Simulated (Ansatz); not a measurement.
Here is the system:

End structure of a constructed model of the (110) surface of bcc Mo, a layer of Co in place of the second plane (bottom of the slab: a bare face, its two planes held):

```yaml
crystal:
  lattice:
    - [2.73735, 0.00000, 0.00000]
    - [-0.91245, 2.58080, 0.00000]
    - [0.00000, 0.00000, 27.00000]
  atoms:
    - { symbol: Mo, position: [0.50000, 0.50000, 0.29927] }
    - { symbol: Mo, position: [0.00000, 0.00000, 0.38205] }
    - { symbol: Mo, position: [0.50000, 0.50000, 0.46486] }
    - { symbol: Mo, position: [0.00000, 0.00000, 0.54703] }
    - { symbol: Co, position: [0.50000, 0.50000, 0.61989] }
    - { symbol: Mo, position: [0.00000, 0.00000, 0.69019] }
```

Set-up: 6 atoms, 10.8 Å thick at the start with caps and adatoms (thin: gaps and levels are the slab's own); mesh 14x14x1; 0.1 eV smearing; dipole correction on; 2 atoms held, the rest relaxed; held to the start's symmetry, so lower structures may exist; spin-polarised, ending with about 0.7 μB a cell; orders that need a larger cell were not tried, no spin-orbit, no U. In PBE it lies 0.13 eV a 1x1 cell over the lowest computed structure of the same composition (a layer of Co in place of the third plane).

### Question
Predict the work function of the top face from PBE (Ansatz, an electronic-structure program).

### Answer
4.92 eV
